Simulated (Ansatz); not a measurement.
Data:

```
CELL_PARAMETERS angstrom
      0.00000     2.24895     2.19273
      2.24895     0.00000     2.19273
      2.24895     2.24895     0.00000
ATOMIC_POSITIONS crystal
  Ga 0.00000 0.00000 0.00000
  N  0.25000 0.25000 0.25000
```

No spin polarisation.

Level of theory: Kohn–Sham DFT with the r2SCAN functional, run in Ansatz (a first-principles code) with PAW and 500 eV plane waves, no spin-orbit coupling. k-mesh 13×13×13 (Γ-centred); smearing 0.05 eV (Fermi–Dirac).

Problem. Predict the pressure and band gap.

Solution. 
* **Pressure (mean of the normal stresses, compression positive)**: 5.20 GPa
* **Band gap**: 2.26 eV

The cells carry an imposed strain or load. No phonon test of stability was made. The cell was made from GaN in the zinc blende structure (space group F-43m, No. 216) by this change: uniaxial strain ε_zz = −2.50 %. This is not the structure that GaN has at room temperature and ambient pressure.
